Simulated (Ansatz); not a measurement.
**rock-salt TaC (0 0 1) on rock-salt PbTe (0 0 1) (film strained to the substrate, started from cuts of the bulks and a machine-learned relaxation; slabs Pb4Te4 and C12Ta12, which can lie off the formulas)**

A periodic stack without vacuum, rock-salt TaC (0 0 1) on rock-salt PbTe (0 0 1) (film strained to the substrate, started from cuts of the bulks and a machine-learned relaxation; slabs Pb4Te4 and C12Ta12, which can lie off the formulas): substrate slab Pb4Te4, film C12Ta12, surface cells [[1, 0], [1, 1]] and [[0, -1], [2, 1]], film strained by +3.8 and +3.8 %, outermost planes PbTe/PbTe and CTa/CTa as cut, which need not be the usual terminations and can put a slab off its formula.

The start was prepared with a machine-learned potential, and the result is one local minimum, with the in-plane cell held and forces under 0.04 eV/Å; the film can end far from its bulk form.

Calculation: PBE (plane waves to 420 eV, PAW; Ansatz, a quantum-chemistry and plane-wave program). Spin–orbit coupling is left out; the runs are not spin-polarised. Its k-point mesh 7×7×1, Fermi–Dirac width 0.05 eV.

interface area: 21.6 Å²
period: 26.91 Å
heights between the nearest atoms of the two slabs at the two interfaces: 3.02 and 3.02 Å
Pb–Ta contacts across the interfaces within 1.22 times the sum of covalent radii: 2, mean 3.21 Å
Ta–Te contacts across the interfaces within 1.22 times the sum of covalent radii: 2, mean 3.11 Å
estimate of the barrier: withheld, since the Fermi level falls at or inside a band of the host, which a slab this thin can't settle

```
PbTa3C3Te
1.0
    4.64291    -0.00170     0.18614
   -0.00172     4.64575     0.08713
    3.39571     1.66365    27.10596
Pb Te C Ta
4 4 12 12
Direct
  0.99279   0.88488   0.17830
  0.57355   0.43203   0.05851
  0.76574   0.80659   0.42026
  0.37235   0.32562   0.30031
  0.49866   0.37981   0.17825
  0.11399   0.93656   0.05768
  0.26178   0.26647   0.42087
  0.87743   0.81964   0.30045
  0.06577   0.15060   0.61526
  0.56587   0.65069   0.61576
  0.64672   0.19009   0.53317
  0.14494   0.68958   0.53327
  0.90708   0.07447   0.77979
  0.40755   0.57423   0.77978
  0.48581   0.11171   0.69881
  0.98542   0.61182   0.69885
  0.74596   0.99691   0.94533
  0.24706   0.49714   0.94544
  0.32710   0.03538   0.86336
  0.82682   0.53567   0.86286
  0.56442   0.14942   0.61698
  0.06477   0.64976   0.61695
  0.14127   0.18733   0.53650
  0.64045   0.68486   0.53899
  0.40626   0.07396   0.78113
  0.90649   0.57334   0.78086
  0.98665   0.11232   0.69750
  0.48624   0.61259   0.69776
  0.25143   0.99894   0.94214
  0.75368   0.50036   0.93963
  0.82842   0.03622   0.86163
  0.32849   0.53650   0.86168
```
